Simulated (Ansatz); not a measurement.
BP under a change: pressure 1.8 GPa

Take BP in the wurtzite structure (space group P6_3mc, No. 186; a = 3.191 Å, c = 5.296 Å; a cell from a computed database, its experimental status unchecked) as the base.

Modification: a hydrostatic pressure of 1.8 GPa.

Level of theory: Kohn–Sham DFT with the r2SCAN functional, run in Ansatz (a first-principles code) with PAW and 500 eV plane waves, spin-orbit coupling left out, earlier PAW set. Settings: 12×12×6 k-points, 0.05 eV Fermi–Dirac smearing.

```csv
quantity,base,changed,shift
volume per atom,11.67 Å³,11.55 Å³,-0.12 Å³
density,2.97 g/cm³,3.00 g/cm³,+0.03 g/cm³
c/a ratio,1.660,1.660,0.000
shortest interatomic distance,1.959 Å,1.952 Å,-0.007 Å
band gap,1.19 eV,1.14 eV,-0.05 eV
gap character,"indirect, Γ → K","indirect, Γ → K",–
smallest direct gap,2.90 eV,2.90 eV,0.00 eV
width of the top valence band,5.12 eV,5.18 eV,+0.06 eV
electron mass,"0.24 mₑ along c, 0.42 mₑ across (at K)","0.24 mₑ along c, 0.42 mₑ across (at K)",–
"valence-band top at Γ (three highest levels, from the VBM)","0.00, 0.00, -0.47 eV","0.00, 0.00, -0.48 eV",–
```

Cost of the whole job for the changed cell (relaxation, final SCF and bands): roughly 40 core-seconds.

Load acts through the strain it causes; cell and atoms are relaxed under it. Effective masses come from finite differences of ±0.01 Å⁻¹. No phonon test of stability was made. This is not the structure that BP has at room temperature and ambient pressure.
